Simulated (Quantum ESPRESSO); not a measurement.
Troubleshooting Quantum ESPRESSO: a failed run on PbO2 (Pbcn, 12 atoms in the cell). The aim is a self-consistent single point with DFT, PBEsol, plane waves, GBRV 1.5 ultrasoft (PBESOL) pseudopotentials.

This input was run:

```fortran
&CONTROL
  calculation = 'scf'
  prefix = 'pwscf'
  outdir = './out'
  pseudo_dir = './'
  tprnfor = .true.
  tstress = .true.
/
&SYSTEM
  ibrav = 0
  nat = 12
  ntyp = 2
  ecutwfc = 40
  ecutrho = 200
  occupations = 'smearing'
  smearing = 'marzari-vanderbilt'
  degauss = 0.0099958
/
&ELECTRONS
  conv_thr = 1.0d-10
/
ATOMIC_SPECIES
Pb   207.2000  pb_pbesol_v1.uspp.F.UPF
O     15.9990  o_pbesol_v1.2.uspp.F.UPF
ATOMIC_POSITIONS {crystal}
Pb    0.0000000000    0.1780000000    0.2500000000
Pb    0.5000000000    0.3220000000    0.7500000000
Pb    0.0000000000    0.8220000000    0.7500000000
Pb    0.5000000000    0.6780000000    0.2500000000
O     0.2760000000    0.4100000000    0.4250000000
O     0.2240000000    0.0900000000    0.9250000000
O     0.7760000000    0.0900000000    0.5750000000
O     0.7240000000    0.4100000000    0.0750000000
O     0.7240000000    0.5900000000    0.5750000000
O     0.7760000000    0.9100000000    0.0750000000
O     0.2240000000    0.9100000000    0.4250000000
O     0.2760000000    0.5900000000    0.9250000000
K_POINTS {automatic}
4 3 4  0 0 0
```

The program printed (abridged):

```
 %%%%%%%%%%%%%%%%%%%%%%%%%%%%%%%%%%%%%%%%%%%%%%%%%%%%%%%%%%%%%%%%%%%%%%%%%%%%%%
     Error in routine cell_base_init (1):
     ibrav=0: must read cell parameters
 %%%%%%%%%%%%%%%%%%%%%%%%%%%%%%%%%%%%%%%%%%%%%%%%%%%%%%%%%%%%%%%%%%%%%%%%%%%%%%

     stopping ...
```

Task: From the messages shown, name the fault and mend the input.

Result: The fault is no cell vectors for a free lattice. A free lattice needs its vectors. To fix it, add the cell. The program stopped before any SCF iteration.

The sound input it was made from differs as follows (other fixes are possible):
```diff
+CELL_PARAMETERS {angstrom}
+   4.9470000000     0.0000000000     0.0000000000
+   0.0000000000     5.9510000000     0.0000000000
+   0.0000000000     0.0000000000     5.4970000000
```

With that input, the run converged in 12 iterations: free energy E − TS -12421.5148 eV; Fermi level (on the code's own zero) 8.66 eV; pressure 3.51 GPa; largest force (vector length) 0.958 eV/Å (DFT, PBEsol, plane waves, GBRV 1.5 ultrasoft (PBESOL) pseudopotentials).

On the sound input: the starting cell comes from a database of published, mostly measured structures (it also holds non-ambient and calculated ones), without a prior relaxation at this level. With a pressure of about 4 GPa the cell is away from its equilibrium volume at this level. The run gives no clean gap (levels at the Fermi energy touch, overlap or are partly filled at this smearing), which alone does not show that the compound is a metal. Without a gap this mesh is coarse (it stands for a supercell whose shortest vector is 18 Å).
